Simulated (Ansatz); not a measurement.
We consider YScO3 (Pnma, No. 62, 20 atoms in the cell; start mp-755165), described by PBEsol (Ansatz, a first-principles code, plane waves, PAW).

Numerical settings: plane-wave cutoff 520 eV, 6×4×6 k mesh (along the axes of the cell as run), Fermi–Dirac smearing 0.01 eV, scalar-relativistic PAW data made under PBE.

Cell (relaxed with PBEsol):

```yaml
crystal:
  lattice:
    - [5.68330, 0.00000, 0.00000]
    - [0.00000, 7.86897, 0.00000]
    - [0.00000, 0.00000, 5.39014]
  atoms:
    - { symbol: Y, position: [0.93643, 0.75000, 0.97956] }
    - { symbol: Y, position: [0.06357, 0.25000, 0.02044] }
    - { symbol: Y, position: [0.56357, 0.25000, 0.47956] }
    - { symbol: Y, position: [0.43643, 0.75000, 0.52044] }
    - { symbol: Sc, position: [0.00000, 0.00000, 0.50000] }
    - { symbol: Sc, position: [0.50000, 0.00000, 0.00000] }
    - { symbol: Sc, position: [0.50000, 0.50000, 0.00000] }
    - { symbol: Sc, position: [0.00000, 0.50000, 0.50000] }
    - { symbol: O, position: [0.94300, 0.25000, 0.63022] }
    - { symbol: O, position: [0.05700, 0.75000, 0.36978] }
    - { symbol: O, position: [0.55700, 0.75000, 0.13022] }
    - { symbol: O, position: [0.44300, 0.25000, 0.86978] }
    - { symbol: O, position: [0.80575, 0.43166, 0.19142] }
    - { symbol: O, position: [0.19425, 0.56834, 0.80858] }
    - { symbol: O, position: [0.69425, 0.56834, 0.69142] }
    - { symbol: O, position: [0.30575, 0.43166, 0.30858] }
    - { symbol: O, position: [0.30575, 0.06834, 0.30858] }
    - { symbol: O, position: [0.69425, 0.93166, 0.69142] }
    - { symbol: O, position: [0.19425, 0.93166, 0.80858] }
    - { symbol: O, position: [0.80575, 0.06834, 0.19142] }
```

What does this level give for the band gap?


- band gap = 4.51 eV

Spin–orbit coupling is not included.

A start named mp-… is a Materials Project structure, which need not be a measured phase.
